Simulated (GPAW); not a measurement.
# Input and output of a self-consistent single point for Mo3Si (Pm-3n, 8 atoms in the cell) (GPAW)

Level of theory: PBE, GPAW PAW datasets PBE (gpaw-data 1.0.1) (plane waves; GPAW).

Input as run:

```python
from ase import Atoms
from ase.units import GPa
from gpaw import GPAW

atoms = Atoms(['Si', 'Si', 'Mo', 'Mo', 'Mo', 'Mo', 'Mo', 'Mo'],
              cell=[[4.938900, 0.000000, 0.000000],
                    [0.000000, 4.938900, 0.000000],
                    [0.000000, 0.000000, 4.938900]],
              scaled_positions=[[0.500000, 0.500000, 0.500000],
                                [0.000000, 0.000000, 0.000000],
                                [0.250000, 0.000000, 0.500000],
                                [0.500000, 0.250000, 0.000000],
                                [0.500000, 0.750000, 0.000000],
                                [0.750000, 0.000000, 0.500000],
                                [0.000000, 0.500000, 0.750000],
                                [0.000000, 0.500000, 0.250000]],
              pbc=True)

calc = GPAW(mode={'name': 'pw', 'ecut': 600},
            xc='PBE',
            kpts=(5, 5, 5),
            occupations={'name': 'methfessel-paxton', 'width': 0.2, 'order': 0},
            nbands=-16,
            convergence={'density': 1e-05, 'energy': 1e-05},
            symmetry={'symmorphic': False, 'tolerance': 0.0005},
            maxiter=100)

atoms.calc = calc

energy = atoms.get_potential_energy()
print('Energy (eV):', round(energy, 6))
forces = atoms.get_forces()
print('Forces (eV/Ang):')
print(forces.round(5))
stress = atoms.get_stress()
print('Stress (GPa, Voigt):', (stress / GPa).round(4))
```

Log, with long lists cut:

```
Input parameters:
  convergence: {density: 1e-05,
                energy: 1e-05}
  kpts: [5 5 5]
  maxiter: 100
  mode: {ecut: 600,
         name: pw}
  nbands: -16
  occupations: {name: methfessel-paxton,
                order: 0,
                width: 0.2}
  symmetry: {symmorphic: False,
             tolerance: 0.0005}
  xc: PBE

species:
  Si:
    name: Silicon
    Z: 14.0
    valence: 4
    core: 10
    charge: 0.0
    file: Si.PBE.gz

    # Using partial waves for Si as LCAO basis

  Mo:
    name: Molybdenum
    Z: 42.0
    valence: 14
    core: 28
    charge: 0.0
    file: Mo.PBE.gz

    # Using partial waves for Mo as LCAO basis

Reference energy: -676577.124290  # eV

Spin-paired calculation

Convergence criteria:
 Maximum [total energy] change in last 3 cyles: 1e-05 eV / valence electron
 Maximum integral of absolute [dens]ity change: 1e-05 electrons / valence electron
 Maximum integral of absolute [eigenst]ate change: 4e-08 eV^2 / valence electron
 Maximum number of scf [iter]ations: 100

Symmetries present (total): 48
Symmetries with fractional translations: 24
125 k-points: 5 x 5 x 5 Monkhorst-Pack grid
10 k-points in the irreducible part of the Brillouin zone
       k-points in crystal coordinates                weights
   0:     0.00000000    0.00000000    0.00000000          1/125
   1:     0.20000000    0.00000000    0.00000000          6/125
   2:     0.20000000    0.20000000    0.00000000         12/125
   [... 7 lines left out ...]

Wave functions: Plane wave expansion
  Cutoff energy: 600.000 eV
  Number of coefficients (min, max): 3959, 4036
  Pulay-stress correction: 0.000000 eV/Ang^3 (de/decut=0.000000)

Occupation numbers: Methfessel-Paxton:
  width: 0.2000  # eV
  order: 0

Eigensolver

Densities:
  Coarse grid: 28*28*28 grid
  Fine grid: 56*56*56 grid
  Total Charge: 0.000000

Density mixing:
  Method: separate
  Backend: pulay
  Linear mixing parameter: 0.05
  old densities: 5
  Damping of long wavelength oscillations: 50

Hamiltonian:
  XC and Coulomb potentials evaluated on a 56*56*56 grid
  External potential:
    NoExternalPotential

XC parameters: PBE with 2 nearest neighbor stencil

Number of atoms: 8
Number of atomic orbitals: 86
Number of bands in calculation: 62
Number of valence electrons: 92
Bands to converge: occupied

Density initialized from atomic densities
  62 bands from LCAO basis set

Atomic positions and initial magnetic moments

Positions:
   0 Si     2.469450    2.469450    2.469450    ( 0.0000,  0.0000,  0.0000)
   1 Si     0.000000    0.000000    0.000000    ( 0.0000,  0.0000,  0.0000)
   2 Mo     1.234725    0.000000    2.469450    ( 0.0000,  0.0000,  0.0000)
   3 Mo     2.469450    1.234725    0.000000    ( 0.0000,  0.0000,  0.0000)
   4 Mo     2.469450    3.704175    0.000000    ( 0.0000,  0.0000,  0.0000)
   5 Mo     3.704175    0.000000    2.469450    ( 0.0000,  0.0000,  0.0000)
   6 Mo     0.000000    2.469450    3.704175    ( 0.0000,  0.0000,  0.0000)
   7 Mo     0.000000    2.469450    1.234725    ( 0.0000,  0.0000,  0.0000)

Unit cell:
           periodic     x           y           z      points  spacing
  1. axis:    yes    4.938900    0.000000    0.000000    28     0.1764
  2. axis:    yes    0.000000    4.938900    0.000000    28     0.1764
  3. axis:    yes    0.000000    0.000000    4.938900    28     0.1764

  Lengths:   4.938900   4.938900   4.938900
  Angles:   90.000000  90.000000  90.000000

Effective grid spacing dv^(1/3) = 0.1764

     iter     time        total  log10-change:
                         energy   eigst   dens
iter:   1 --:--:--   -85.670649
iter:   2 --:--:--   -85.237773   -0.36  -1.17
iter:   3 --:--:--   -81.390791   -0.20  -1.19
iter:   4 --:--:--   -81.266581   -1.54  -1.63
iter:   5 --:--:--   -82.410723   -0.62  -1.64
iter:   6 --:--:--   -81.453069   -0.71  -1.53
   [... 4 lines left out ...]
iter:  11 --:--:--   -80.970526   -3.48  -2.67
iter:  12 --:--:--   -80.966484   -3.50  -2.76
iter:  13 --:--:--   -80.967435   -3.28  -3.16
iter:  14 --:--:--   -80.966855   -4.74  -3.15
iter:  15 --:--:--   -80.966111   -4.59  -3.23
iter:  16 --:--:--   -80.966935c  -4.56  -3.74
iter:  17 --:--:--   -80.966588c  -6.14  -3.23
iter:  18 --:--:--   -80.966115c  -4.70  -3.29
iter:  19 --:--:--   -80.966076c  -4.59  -3.68
iter:  20 --:--:--   -80.966061c  -5.69  -4.00
iter:  21 --:--:--   -80.966053c  -7.27  -4.10
iter:  22 --:--:--   -80.966207c  -4.74  -4.23
iter:  23 --:--:--   -80.966046c  -5.09  -3.60
iter:  24 --:--:--   -80.966048c  -6.17  -4.64
iter:  25 --:--:--   -80.966048c  -7.41c -4.60
iter:  26 --:--:--   -80.966092c  -5.42  -4.66
iter:  27 --:--:--   -80.966080c  -6.98  -3.91
iter:  28 --:--:--   -80.966047c  -5.62  -3.95
iter:  29 --:--:--   -80.966050c  -7.50c -4.96
iter:  30 --:--:--   -80.966050c  -6.16  -4.78
iter:  31 --:--:--   -80.966050c  -7.31  -4.37
iter:  32 --:--:--   -80.966049c  -6.28  -4.35
iter:  33 --:--:--   -80.966049c  -7.81c -5.01c

Converged after 33 iterations.

Dipole moment: (-0.000000, -0.000000, -0.000000) |e|*Ang

Energy contributions relative to reference atoms: (reference = -676577.124290)

Kinetic:        -74.220718
Potential:      +45.243717
External:        +0.000000
XC:             -50.166134
Entropy (-ST):   -0.070237
Local:           -1.787796
SIC:             +0.000000
--------------------------
Free energy:    -81.001167
Extrapolated:   -80.966049

Showing only first 2 kpts
 Kpt  Band  Eigenvalues  Occupancy
  0    44     14.01846    0.00000
  0    45     14.01846    0.00000
  0    46     14.01846    0.00000
  0    47     14.75988    0.00000

  1    44     13.41627    0.00006
  1    45     13.81885    0.00000
  1    46     13.81885    0.00000
  1    47     14.61103    0.00000

Fermi level: 12.84691

No gap
No difference between direct/indirect transitions
Energy (eV): -80.966049

Forces in eV/Ang:
  0 Si   -0.00000   -0.00000   -0.00000
  1 Si    0.00000    0.00000    0.00000
  2 Mo    0.00000    0.00000    0.00000
  3 Mo    0.00000    0.00000    0.00000
  4 Mo    0.00000   -0.00000    0.00000
  5 Mo    0.00000    0.00000    0.00000
  6 Mo    0.00000    0.00000    0.00000
  7 Mo    0.00000    0.00000    0.00000

Stress tensor:
     0.032693     0.000000     0.000000
     0.000000     0.032693     0.000000
     0.000000     0.000000     0.032693
Stress (GPa, Voigt): [5.238 5.238 5.238 0.    0.    0.   ]
```

The run converged in 33 iterations. GPAW prints stress with tension positive.

The starting cell has typed, rounded lattice constants, without a prior relaxation at this level. Its lattice was rescaled by a random factor within 2.5 % of one. Spin polarisation is off. With a pressure of about -5 GPa the cell is away from its equilibrium volume at this level.

Cost on one core of a shared machine: roughly 90 s.
